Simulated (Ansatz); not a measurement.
Worked calculations on one periodic cell of amorphous Hf₁₈O₃₉W: Hf18O39W, 58 atoms, volume 754.7 Å³, made by a melt-quench on the CHGNet potential and relaxed with DFT. O atoms were pushed apart under 1.9 Å during the dynamics, to hinder bonds among them. It is a model cell: composition and starting density were chosen by hand, and all elements were melted together. Cycles of charging were run to anneal it. Method: PBE, scalar-relativistic without spin-orbit coupling (plane waves to 420 eV, PAW; Ansatz, a first-principles code). Sampling: a 2×2×2 Γ-centred mesh; Fermi-Dirac width 0.02 eV; no spin polarisation. Its volume was held where the quench left it, its shape was free, and it stands at a mean pressure of 0.3 GPa with stress components up to 0.3 GPa; the relaxation ran on the zone centre alone. Its density went from a set 8.85 to 8.85 g/cm³. The cell is small and was quenched far faster than a real film, so it is one sample of the glass.

Q: Count formal charges (Hf +4, O -2, W +6). What does the count lead one to expect at the Fermi level, and what does the calculation give?

A: 18 × (+4) + 39 × (-2) + 1 × (+6) = 0. The charges balance, so the anion-derived valence states can be full and a gap can open. On this mesh the highest filled and lowest empty level lie 3.22 eV apart; localised defect or tail levels set that (at the zone centre the more localised edge state sits most on one W atom with neighbours O 1.79 Å, O 1.84 Å, O 1.86 Å, O 1.95 Å, O 2.09 Å, O 2.11 Å), and the nearest spread-out levels lie 4.2 eV apart.

Four energies for an added electron at PBE on the zone centre alone (charged cells in a uniform background, spin-polarised): neutral at the neutral geometry -315589.123 eV; charged at the neutral geometry -315574.070 eV; charged and relaxed -315574.550 eV; neutral at the charged geometry -315588.558 eV.

Q: Find the two relaxation energies and their sum, the reorganisation energy.

A: On charging: -315574.070 − (-315574.550) = 0.480 eV. On discharging: -315588.558 − (-315589.123) = 0.565 eV. The sum is 1.045 eV. The carrier's level spreads over 4 of the 58 atoms' worth, so it counts as localised, most on one W atom with neighbours O 1.79 Å, O 1.84 Å, O 1.86 Å, O 1.95 Å, O 2.09 Å, O 2.11 Å (neutral geometry). The values are uncorrected: the image energy of a point charge in this cell, 2.84 × 14.40 / (2 × 9.1) = 2.2 eV before screening, is screened by electrons alone at the fixed geometry and by ions too after relaxing, and the carrier can be spread before it relaxes, so each term can be off by up to that value times 1/ε∞, some tenths of an eV. PBE's self-interaction favours spread-out carriers, so a hybrid can localise more.

Four energies for a hole at PBE on the zone centre alone (charged cells in a uniform background, spin-polarised): neutral at the neutral geometry -315589.123 eV; charged at the neutral geometry -315600.551 eV; charged and relaxed -315600.782 eV; neutral at the charged geometry -315588.287 eV.

Q: Find the two relaxation energies and their sum, the reorganisation energy.

A: On charging: -315600.551 − (-315600.782) = 0.231 eV. On discharging: -315588.287 − (-315589.123) = 0.836 eV. The sum is 1.067 eV. The carrier's level spreads over 3 of the 58 atoms' worth, so it counts as localised, most on one O atom with neighbours W 2.09 Å, Hf 2.18 Å, Hf 2.20 Å (neutral geometry). The values are uncorrected: the image energy of a point charge in this cell, 2.84 × 14.40 / (2 × 9.1) = 2.2 eV before screening, is screened by electrons alone at the fixed geometry and by ions too after relaxing, and the carrier can be spread before it relaxes, so each term can be off by up to that value times 1/ε∞, some tenths of an eV. PBE's self-interaction favours spread-out carriers, so a hybrid can localise more.
